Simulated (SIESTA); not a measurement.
SIESTA run on AlRu (Pm-3m, 2 atoms in the cell): self-consistent single point.

Method: GGA PBEsol, numerical atomic orbitals DZP, PseudoDojo PBEsol standard norm-conserving potentials (rewritten from UPF to PSML) in SIESTA.

```
AlRu
1.0
    2.98250     0.00000     0.00000
    0.00000     2.98250     0.00000
    0.00000     0.00000     2.98250
Al Ru
1 1
Direct
  0.00000   0.00000   0.00000
  0.50000   0.50000   0.50000
```

Reference input (self-consistent single point, DFT, GGA PBE, numerical atomic orbitals DZP, PseudoDojo PBE standard norm-conserving potentials (rewritten from UPF to PSML)): XC.functional = GGA; XC.authors = PBE; potentials = PseudoDojo PBE standard; PAO.BasisSize = DZP; PAO.EnergyShift = 0.01 Ry; MeshCutoff = 300 Ry; kgrid.MonkhorstPack = 11 11 11; OccupationFunction = MP; OccupationMPOrder = 0; ElectronicTemperature = 50 meV; MaxSCFIterations = 150; SCF.Mixer.Method = Pulay. This run's input differs from it in these lines:

```diff
@@ -1,2 +1,2 @@
-# files in the folder: Al.psml Ru.psml (PseudoDojo PBE standard)
+# files in the folder: Al.psml Ru.psml (PseudoDojo PBEsol standard)
 SystemName  AlRu
@@ -23,3 +23,3 @@
 XC.functional                GGA
-XC.authors                   PBE
+XC.authors                   PBEsol
 PAO.BasisSize                DZP
```

Output (repeated stretches shortened):

```
        iscf     Eharris(eV)        E_KS(eV)     FreeEng(eV)     dDmax    Ef(eV) dHmax(eV)
   scf:    1    -2773.159063    -2803.693508    -2803.696341  1.001145 -3.326525 16.137224
   scf:    2    -2816.578581    -2811.902843    -2811.905466  0.239308 -4.801953  4.432080
   scf:    3    -2812.662596    -2812.510814    -2812.513747  0.065128 -5.377502  0.222458
   scf:    4    -2812.524827    -2812.518652    -2812.521613  0.058975 -5.362052  0.169925
   scf:    5    -2812.520492    -2812.519722    -2812.522643  0.017386 -5.378430  0.026511
   scf:    6    -2812.519808    -2812.519768    -2812.522671  0.003624 -5.385040  0.005836
   scf:    7    -2812.519762    -2812.519765    -2812.522669  0.000065 -5.384583  0.009203
   scf:    8    -2812.519774    -2812.519771    -2812.522672  0.000121 -5.385932  0.000238
   scf:    9    -2812.519771    -2812.519771    -2812.522672  0.000010 -5.386001  0.000247
SCF Convergence by DM+H criterion
max |DM_out - DM_in|         :     0.0000102557
max |H_out - H_in|      (eV) :     0.0002474111
SCF cycle converged after 9 iterations

Using DM_out to compute the final energy and forces

siesta: E_KS(eV) =            -2812.5198

siesta: E_KS - E_eggbox =     -2812.5198

siesta: Atomic forces (eV/Ang):
     1   -0.000000   -0.000000    0.000000
     2   -0.000000    0.000000   -0.000000
   Tot   -0.000000    0.000000    0.000000
   Max    0.000000
   Res    0.000000    sqrt( Sum f_i^2 / 3N )
   Max    0.000000    constrained

Stress tensor Voigt[x,y,z,yz,xz,xy] (kbar):       34.32       34.32       34.32       -0.00       -0.00       -0.00
(Free)E + p*V (eV/cell)    -2813.0910
Target enthalpy (eV/cell)    -2812.5227

siesta: Program's energy decomposition (eV):
siesta: FreeEng =     -2812.522672

   [... lines left out ...]
siesta:     0.021421   -0.000000   -0.000000
siesta:    -0.000000    0.021421   -0.000000
siesta:    -0.000000   -0.000000    0.021421

siesta: Cell volume =         26.530251 Ang**3

siesta: Pressure (static):
siesta:                Solid            Molecule  Units
siesta:          -0.00023331         -0.00023331  Ry/Bohr**3
siesta:          -0.02142133         -0.02142133  eV/Ang**3
siesta:         -34.32075717        -34.32075717  kBar
```

The run converged in 9 iterations. Against the reference run the pressure goes from 2.21 to -3.43 GPa.

The starting cell comes from a database of computed structures (which also holds hypothetical and non-ambient phases and stackings), without a prior relaxation at this level. Spin polarisation is off. Values carry the incompleteness of an atom-centred basis. With a pressure of about -3 GPa the cell is away from its equilibrium volume at this level.

Cost on one core of a shared machine: roughly 60 s.
